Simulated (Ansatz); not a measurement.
The parent structure is SiO$_{2}$ (space group P3_221, No. 154; a = 4.949 Å, c = 5.441 Å).

Level of theory: PBEsol (Ansatz, a first-principles code; PAW; 420 eV plane waves; spin-orbit coupling left out).

One change was made to it. Results:

The volume per atom shrinks by 0.699 Å³ (12.82 Å³ → 12.13 Å³); the smallest direct gap rises by 0.09 eV, from 6.03 eV to 6.12 eV; the c/a ratio rises by 0.0067 (1.100 → 1.106).

Problem. Which change produced these results?
A. pressure 30 GPa
B. pressure 22.5 GPa
C. pressure 2.1 GPa

Solution. C, pressure 2.1 GPa. For comparison, the smallest direct gap in the other runs: pressure 22.5 GPa gives 6.70 eV; pressure 30 GPa gives 6.89 eV.

Load acts through the strain it causes; cell and atoms are relaxed under it. No phonon test of stability was made. No other phases were tried under pressure.
